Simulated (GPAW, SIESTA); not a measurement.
A SIESTA input for a self-consistent single point of CaGaSiH (P3m1, 4 atoms in the cell) (DFT, GGA PBEsol, numerical atomic orbitals DZP, PseudoDojo PBEsol standard norm-conserving potentials (rewritten from UPF to PSML)):

```
# files in the folder: Ca.psml Ga.psml Si.psml H.psml (PseudoDojo PBEsol standard)
SystemName  CaGaSiH
SystemLabel cagasih

NumberOfAtoms                4
NumberOfSpecies              4
%block ChemicalSpeciesLabel
  1 20 Ca
  2 31 Ga
  3 14 Si
  4 1 H
%endblock ChemicalSpeciesLabel
LatticeConstant              1.0 Ang
%block LatticeVectors
     4.091100000    0.000000000    0.000000000
    -2.045550000    3.542997000    0.000000000
     0.000000000    0.000000000    4.762800000
%endblock LatticeVectors
AtomicCoordinatesFormat      ScaledCartesian
%block AtomicCoordinatesAndAtomicSpecies
     0.000000000    0.000000000    0.000000000  1
     2.045552046    1.180997819    2.651927040  2
    -0.000002046    2.361999181    2.065626360  3
     2.045552046    1.180997819    4.405590000  4
%endblock AtomicCoordinatesAndAtomicSpecies

XC.functional                GGA
XC.authors                   PBEsol
PAO.BasisSize                DZP
PAO.EnergyShift              0.005 Ry
MeshCutoff                   400 Ry
%block kgrid.MonkhorstPack
    6   0   0  0.0
    0   6   0  0.0
    0   0   5  0.0
%endblock kgrid.MonkhorstPack
OccupationFunction           FD
ElectronicTemperature        20.0 meV

MaxSCFIterations             150
SCF.Mixer.Method             Broyden
SCF.Mixer.Weight             0.1
SCF.Mixer.History            6
SCF.DM.Tolerance             1.0E-04
Diag.ParallelOverK           true
WriteForces                  true
```

Task: Write the same calculation as an input for GPAW.

Result: One input that does it (others would too):

```python
from ase import Atoms
from ase.units import GPa
from gpaw import GPAW, PW, FermiDirac

atoms = Atoms(['Ca', 'Ga', 'Si', 'H'],
              cell=[[4.091100, 0.000000, 0.000000],
                    [-2.045550, 3.542997, 0.000000],
                    [0.000000, 0.000000, 4.762800]],
              scaled_positions=[[0.000000, 0.000000, 0.000000],
                                [0.666667, 0.333333, 0.556800],
                                [0.333333, 0.666667, 0.433700],
                                [0.666667, 0.333333, 0.925000]],
              pbc=True)

calc = GPAW(mode=PW(850),
            xc='PBEsol',
            kpts={'size': (6, 6, 5), 'gamma': True},
            occupations=FermiDirac(0.02),
            nbands=-8,
            convergence={'forces': 0.001, 'bands': -6},
            symmetry={'symmorphic': False, 'tolerance': 0.0005},
            maxiter=100,
            txt='-')

atoms.calc = calc

energy = atoms.get_potential_energy()
print('Energy (eV):', round(energy, 6))
forces = atoms.get_forces()
print('Forces (eV/Ang):')
print(forces.round(5))
stress = atoms.get_stress()
print('Stress (GPa, Voigt):', (stress / GPa).round(4))
```

Basis settings and potentials, where a program has them, do not carry over. This input uses DFT PBEsol, plane waves, GPAW PAW datasets PBEsol (made by gpaw-setup).

The starting cell comes from a database of computed structures (which also holds hypothetical and non-ambient phases and stackings), without a prior relaxation at this level.
